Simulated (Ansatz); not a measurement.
Ba2ZnTe3 (Pnma, No. 62; cell taken from a computed entry)

These are PBEsol in Ansatz (PAW) values and carry that method's errors.

Numerical settings: plane-wave cutoff 520 eV, 4×8×2 k mesh (along the axes of the cell as run), Fermi–Dirac smearing 0.01 eV, scalar-relativistic PAW data made under PBE.

Cell (relaxed with PBEsol):

```
Ba2ZnTe3
1.0
    9.60194     0.00000     0.00000
    0.00000     4.62603     0.00000
    0.00000     0.00000    18.67849
Ba Zn Te
8 4 12
Direct
  0.74437   0.25000   0.04262
  0.25563   0.75000   0.95738
  0.75563   0.75000   0.54262
  0.24437   0.25000   0.45738
  0.91645   0.25000   0.78920
  0.08355   0.75000   0.21080
  0.58355   0.75000   0.28920
  0.41645   0.25000   0.71080
  0.85887   0.25000   0.36348
  0.14113   0.75000   0.63652
  0.64113   0.75000   0.86348
  0.35887   0.25000   0.13652
  0.50509   0.25000   0.89780
  0.49491   0.75000   0.10220
  0.99491   0.75000   0.39780
  0.00509   0.25000   0.60220
  0.61793   0.25000   0.43083
  0.38207   0.75000   0.56917
  0.88207   0.75000   0.93083
  0.11793   0.25000   0.06917
  0.81644   0.25000   0.22370
  0.18356   0.75000   0.77630
  0.68356   0.75000   0.72370
  0.31644   0.25000   0.27630
```

| Property | Result |
|---|---|
| band gap | 1.19 eV |

Spin–orbit coupling is not included; with these elements it can move the gap by several tenths of an eV or more.

Static lattice: no zero-point or thermal effects.

It cost around 30 core-minutes (rough) of CPU time.

Ansatz is an electronic-structure program.
